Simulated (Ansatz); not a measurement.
Ansatz (a first-principles code) run on MgNiF6 (R3, 8 atoms in the cell): self-consistent single point.

Method of the run: PBEsol, harder PAW files (source: ansatz) made with PBE (plane waves; Ansatz).

The change in words: lattice scaled by 0.98; basis.ecutwfc: 30.9 Ry → 65.4 Ry; hamiltonian.pseudopotentials: {kind: paw} (the program's default PAW files) → {kind: paw, source: ansatz}. Reference geometry:
```yaml
crystal:
  lattice:
    - [2.41348, 1.39342, 4.37887]
    - [-2.41348, 1.39342, 4.37887]
    - [0.00000, -2.78685, 4.37887]
  atoms:
    - { symbol: Mg, position: [0.50381, 0.50381, 0.50381] }
    - { symbol: Ni, position: [0.00000, 0.00000, 0.00000] }
    - { symbol: F, position: [0.37297, 0.76937, 0.09415] }
    - { symbol: F, position: [0.62703, 0.23063, 0.90585] }
    - { symbol: F, position: [0.09415, 0.37297, 0.76937] }
    - { symbol: F, position: [0.90585, 0.62703, 0.23063] }
    - { symbol: F, position: [0.76937, 0.09415, 0.37297] }
    - { symbol: F, position: [0.23063, 0.90585, 0.62703] }
```

Reference input (self-consistent single point, DFT, PBEsol, plane waves, default PAW files made with PBE): basis.ecutwfc = 30.9 Ry; kpoints.mp_grid.grid = 5 5 5; hamiltonian.xc = pbesol; hamiltonian.pseudopotentials = {kind: paw} (the program's default PAW files); scf.occupations.method = gaussian; scf.occupations.width = 0.0073 Ry. This run's input differs from it in these lines:

Ansatz 0.2 input:
```diff
@@ -2,5 +2,5 @@
   lattice:
-    - [2.413482, 1.393424, 4.378865]
-    - [-2.413482, 1.393424, 4.378865]
-    - [0.000000, -2.786849, 4.378865]
+    - [2.365212, 1.365556, 4.291288]
+    - [-2.365212, 1.365556, 4.291288]
+    - [0.000000, -2.731112, 4.291288]
   atoms:
@@ -15,3 +15,3 @@
 basis:
-  ecutwfc: 30.9 Ry
+  ecutwfc: 65.4 Ry
 kpoints:
@@ -20,3 +20,3 @@
   xc: pbesol
-  pseudopotentials: { kind: paw }
+  pseudopotentials: { kind: paw, source: ansatz }
 scf:
```

The program printed (abridged):

```
SCF iter   1: F=—  HF=-12538.837838 eV  |F-HF|=—  |Δ(HF+E_count)|=         —  Δρ=3.89e-1  dr2=1.12e2  ethr=3.10e-3  ⟨swp⟩=6.0  Hψ=4419  notcnv=0  defer=2
all-band conjugate gradients solve this SCF's bands
preconditioner: auto → LDOS
SCF iter   2: F=—  HF=-12523.846820 eV  |F-HF|=—  |Δ(HF+E_count)|=    1.50e1  Δρ=2.03e-1  dr2=2.64e1  ethr=3.10e-3  ⟨swp⟩=5.0  Hψ=2380  notcnv=0  defer=29
   [... lines left out ...]
SCF iter   9: F=—  HF=-12520.484380 eV  |F-HF|=—  |Δ(HF+E_count)|=   1.69e-4  Δρ=1.12e-3  dr2=8.68e-4  ethr=2.45e-6  ⟨swp⟩=1.0  Hψ=922  notcnv=0  defer=67
SCF iter  10: F=—  HF=-12520.484269 eV  |F-HF|=—  |Δ(HF+E_count)|=   1.10e-4  Δρ=6.79e-5  dr2=2.31e-6  ethr=1.24e-6  ⟨swp⟩=2.0  Hψ=991  notcnv=0  defer=67
SCF iter  11: F=—  HF=-12520.484081 eV  |F-HF|=—  |Δ(HF+E_count)|=   1.88e-4  Δρ=6.13e-5  dr2=2.86e-6  ethr=3.29e-9  ⟨swp⟩=2.3  Hψ=1712  notcnv=0  defer=67
SCF iter  12: F=-12520.484081 eV  HF=-12520.484081 eV  |F-HF|=4.72e-9  |Δ(HF+E_count)|=   3.49e-7  Δρ=7.09e-6  dr2=1.46e-8  ethr=1.43e-10  ⟨swp⟩=12.3  Hψ=5293  notcnv=0
SCF 1 converged in 12 iterations: F = -12520.484081 eV  dr2 = 1.46e-8
Free energy (F): -12520.484081 eV
Internal energy: -12520.484081 eV  (E = F + TS)
E sigma→0 (E₀):  -12520.484081 eV
Fermi energy:    4.031618 eV
--- Forces (eV/Å), atoms counted from 1 ---
  atom   1  Mg     0.00000000    -0.00000000    -0.48497522
  atom   2  Ni    -0.00000000     0.00000000     0.23259159
  atom   3  F      0.38204676     0.06113965     0.26665018
  atom   4  F     -0.31265520    -0.22465459    -0.18253416
  atom   5  F     -0.24397187     0.30029238     0.26665018
  atom   6  F      0.35088418    -0.15844005    -0.18253416
  atom   7  F     -0.13807489    -0.36143203     0.26665018
  atom   8  F     -0.03822898     0.38309464    -0.18253416
--- Stress (GPa, compression-positive) ---
        7.730825       0.000000      -0.000000
       -0.000000       7.730825       0.000000
       -0.000000       0.000000       7.510531
  P = ⅓ Tr σ = 7.6574 GPa (76.574 kbar)
  The stress holds the Pulay correction. Without it, at fixed plane waves, as pw.x and ABINIT print it: P = 6.8266 GPa
```

The run converged in 12 iterations. Against the reference run the pressure goes from -0.64 to 7.66 GPa, the largest force goes from 0.387 to 0.485 eV/Å and the gap on the mesh goes from 1.398 to 1.572 eV.

The starting cell comes from a database of computed structures (which also holds hypothetical and non-ambient phases and stackings), without a prior relaxation at this level. Its lattice was rescaled by up to half a per cent. One atom was moved a little off its site on purpose. For this run, on top of that: lattice scaled by 0.98. Ansatz's pressure includes its estimate of the finite-basis (Pulay) stress. Without the estimate this run gives 6.83 GPa. The cutoff lies below the one recommended for these files.
